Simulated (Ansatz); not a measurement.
## Voigt–Reuss–Hill shear modulus of rutile IrO2 at several levels of theory

No measured value is used here.

```json
[
 {"level (code)": "LDA (Ansatz)", "value (GPa)": "[?]", "cell (Å³/atom)": "10.28"},
 {"level (code)": "PBE (Ansatz)", "value (GPa)": "103", "cell (Å³/atom)": "10.87"},
 {"level (code)": "PBEsol (Ansatz)", "value (GPa)": "105", "cell (Å³/atom)": "10.51"},
 {"level (code)": "PBEsol+SOC (Ansatz)", "value (GPa)": "103", "cell (Å³/atom)": "10.57"}
]
```

Task: What belongs in the gaps?

Result: 
- LDA (Ansatz, a first-principles code), value (GPa): 108

The crystal itself was run without spin with LDA, PBE, PBEsol; a magnetic state was not tried in these runs. Density-functional levels without +SOC have no spin–orbit coupling. Each level is taken at its own relaxed cell. Ansatz's density-functional and Hartree–Fock values are scalar-relativistic unless marked +SOC, with PAW data made under PBE.
